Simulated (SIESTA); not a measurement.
Worked example: self-consistent single point of ZrTi2 (P6/mmm, 3 atoms in the cell) in SIESTA.

Level of theory: LDA PW92, numerical atomic orbitals TZP, PseudoDojo LDA standard norm-conserving potentials (rewritten from UPF to PSML) run with SIESTA.

The change in words: lattice scaled by 0.98. Reference geometry:
```
CELL_PARAMETERS angstrom
      4.72441     0.00000     0.00000
     -2.36220     4.09146     0.00000
      0.00000     0.00000     3.00345
ATOMIC_POSITIONS crystal
  Zr 0.00000 0.00000 0.00000
  Ti 0.66667 0.33333 0.50000
  Ti 0.33333 0.66667 0.50000
```

Reference input (self-consistent single point, DFT, LDA PW92, numerical atomic orbitals TZP, PseudoDojo LDA standard norm-conserving potentials (rewritten from UPF to PSML)): XC.functional = LDA; XC.authors = PW92; potentials = PseudoDojo LDA standard; PAO.BasisSize = TZP; PAO.EnergyShift = 0.01 Ry; MeshCutoff = 350 Ry; kgrid.MonkhorstPack = 8 8 11; OccupationFunction = FD; ElectronicTemperature = 100 meV; MaxSCFIterations = 150; SCF.Mixer.Method = Broyden; SCF.Mixer.Weight = 0.25. This run's input differs from it in these lines:

```diff
@@ -10,7 +10,7 @@
 %endblock ChemicalSpeciesLabel
-LatticeConstant              4.724410 Ang
+LatticeConstant              4.629922 Ang
 %block LatticeVectors
      1.000000000    0.000000000    0.000000000
-    -0.500000000    0.866025387    0.000000000
-     0.000000000    0.000000000    0.635730176
+    -0.500000000    0.866025389    0.000000000
+     0.000000000    0.000000000    0.635730148
 %endblock LatticeVectors
@@ -19,4 +19,4 @@
      0.000000000    0.000000000    0.000000000  1
-     0.500000500    0.288674840    0.317865088  2
-    -0.000000500    0.577350547    0.317865088  2
+     0.500000500    0.288674841    0.317865074  2
+    -0.000000500    0.577350548    0.317865074  2
 %endblock AtomicCoordinatesAndAtomicSpecies
```

Output (repeated stretches shortened):

```
        iscf     Eharris(eV)        E_KS(eV)     FreeEng(eV)     dDmax    Ef(eV) dHmax(eV)
   scf:    1    -4574.374934    -4603.288104    -4603.387204  1.620770 -4.969572  8.006235
   scf:    2    -4599.965590    -4605.022556    -4605.110195  0.485872 -5.642954  7.069629
   scf:    3    -4606.486610    -4606.700094    -4606.803686  0.147045 -5.536166  1.998633
   scf:    4    -4607.064010    -4606.965088    -4607.076269  0.162192 -5.863053  0.135474
   scf:    5    -4606.963688    -4606.966192    -4607.077340  0.016183 -5.821178  0.158553
   [... 2 lines left out ...]
   scf:    8    -4606.967156    -4606.967155    -4607.078931  0.000490 -5.844444  0.010398
   scf:    9    -4606.967141    -4606.967148    -4607.078934  0.000261 -5.845081  0.007218
   scf:   10    -4606.967116    -4606.967133    -4607.078936  0.000452 -5.846164  0.000558
   scf:   11    -4606.967135    -4606.967134    -4607.078936  0.000052 -5.846245  0.000586
SCF Convergence by DM+H criterion
max |DM_out - DM_in|         :     0.0000519918
max |H_out - H_in|      (eV) :     0.0005863781
SCF cycle converged after 11 iterations

Using DM_out to compute the final energy and forces

siesta: E_KS(eV) =            -4606.9671

siesta: E_KS - E_eggbox =     -4606.9671

siesta: Atomic forces (eV/Ang):
     1    0.000000   -0.000000   -0.000000
     2   -0.000010    0.000006    0.000000
     3    0.000010   -0.000006   -0.000000
   Tot   -0.000000    0.000000    0.000000
   Max    0.000010
   Res    0.000006    sqrt( Sum f_i^2 / 3N )
   Max    0.000010    constrained

Stress tensor Voigt[x,y,z,yz,xz,xy] (kbar):       38.40       38.40       24.05        0.00       -0.00        0.00
(Free)E + p*V (eV/cell)    -4608.2255
Target enthalpy (eV/cell)    -4607.0789

   [... lines left out ...]
siesta: FreeEng =     -4607.078936
siesta: Cell volume =         54.641732 Ang**3
siesta:         -33.61829111        -33.61798195  kBar
   [... lines left out ...]
              0.349   0.298   0.605   0.461   0.572   0.461   0.605  -0.076

             -0.074  -0.092  -0.074  -0.076   0.047   0.051   0.085   0.051

              0.047

mulliken: Qtot =       36.000

Mulliken Atomic Populations:
Atom #   charge [q] valence [e]  Species
     1    -0.107554   12.107554  Zr
     2     0.053797   11.946203  Ti
     3     0.053756   11.946244  Ti
 Total     0.000000
```

The run converged in 11 iterations. Against the reference run the free energy drops by 46.2 meV/atom and the pressure goes from -9.42 to -3.36 GPa.

The starting cell comes from a database of computed structures (which also holds hypothetical and non-ambient phases and stackings), without a prior relaxation at this level. For this run, on top of that: lattice scaled by 0.98. Spin polarisation is off. Values carry the incompleteness of an atom-centred basis. With a pressure of about -3 GPa the cell is away from its equilibrium volume at this level.

Cost on one core of a shared machine: roughly 80 s.
